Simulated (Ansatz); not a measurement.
An Ansatz (a first-principles code) run: Lu with a change (isotropic strain −2.00 %); PBE (Ansatz, PAW, without spin-orbit coupling).

Input:

Ansatz 0.2 input:
```yaml
crystal:
  lattice:
    - [3.4360384385, 0, 0]
    - [-1.7180192192, 2.9756965761, 0]
    - [0, 0, 5.3723792899]
  atoms:
    - { symbol: Lu, position: [0.6666666667, 0.3333333333, 0.75] }
    - { symbol: Lu, position: [0.3333333333, 0.6666666667, 0.25] }
basis: { ecutwfc: 420, ecutrho_ratio: 4, xc_grid: 2, fft_grid_basis: typed }
kpoints: { mp_grid: { grid: [19, 19, 11] } }
hamiltonian:
  xc: pbe
  dispersion: none
  pseudopotentials: { kind: paw }
scf: { occupations: { method: fermi_dirac, width: 0.1 }, convergence: { dr2_threshold: 0.0000000002 } }
relax: { f_tol: 0.005, max_steps: 50 }
output: { forces: true, stress: true }
checkpoint: { write: state.ck, write_every: 1000 }
```

Output (explanatory and most iteration lines left out):

```
Relaxation: its limit of steps is 50 (relax.max_steps)
Pseudopotential: Lu, paw, valence charge 25
Crystal: 2 atoms, lattice volume = 54.930 Å³
Basis set: ecut = 420 eV, 1085 PW (Γ), exchange–correlation on 48×48×72 points (8 copies of the dense FFT grid, shifted against one another)
Bands: 31, of which v1, the nominal top of the filled ones, is band 25 counted from 1 (24 counted from 0)
Symmetry: 24 space group operations
Space group: P63/mmc (ITA 194), of the structure as read, at distance tolerance 3.8e-5 Å
k-points: 240 of 3971
Functional: x = pbe(κ = 0.804, μ = 0.2195149727645171), c = pbe(β = 0.06672455060314922)
SCF iter   1: F=—  HF=-29464.882926 eV  |F-HF|=—  |Δ(HF+E_count)|=         —  Δρ=2.33e-3  dr2=2.63e-3  ethr=1.77e-3  ⟨swp⟩=5.2  Hψ=32095  notcnv=0
SCF iter   2: F=—  HF=-29464.876084 eV  |F-HF|=—  |Δ(HF+E_count)|=   6.84e-3  Δρ=2.00e-3  dr2=2.13e-3  ethr=5.26e-6  ⟨swp⟩=3.3  Hψ=20909  notcnv=0
SCF 1 converged in 10 iterations: F = -29464.874463 eV  dr2 = 1.60e-11
relax step   1: F+E_penalty+E_count = -29464.87446305 eV  Δ(F+E_penalty+E_count) = +0.000e0 eV  max|allowed force component| = 5.089e-17 eV/Å  Δτ_max = 0.0000 Å  (10 SCF iters, accepted)
SCF converged after 10 iterations
Free energy (F): -29464.874463 eV
Internal energy: -29464.772757 eV  (E = F + TS)
E sigma→0 (E₀):  -29464.823610 eV
Entropy (-TS):   -0.101706 eV (-50.853 meV/atom)
Fermi energy:    14.643640 eV
--- Forces (eV/Å), atoms counted from 1 ---
  atom   1  Lu     0.00000000     0.00000000     0.00000000
  atom   2  Lu    -0.00000000    -0.00000000    -0.00000000
--- Stress (GPa, compression-positive) ---
        3.124331       0.000000       0.000000
        0.000000       3.124331      -0.000000
        0.000000      -0.000000       3.005353
  P = ⅓ Tr σ = 3.0847 GPa (30.847 kbar)
--- Relaxed structure (1 steps of the walk, 1 accepted, 0 SCFs on fresh bases) ---
  atoms:
    - { symbol: Lu, position: [0.6666666666666666, 0.33333333333333326, 0.7499999999999999] }
    - { symbol: Lu, position: [0.33333333333333326, 0.6666666666666665, 0.24999999999999997] }
```

No phonon test of stability was made. The cell was made from Lu in the hcp (Mg type) structure (space group P6_3/mmc, No. 194) by this change: isotropic strain −2.00 %.
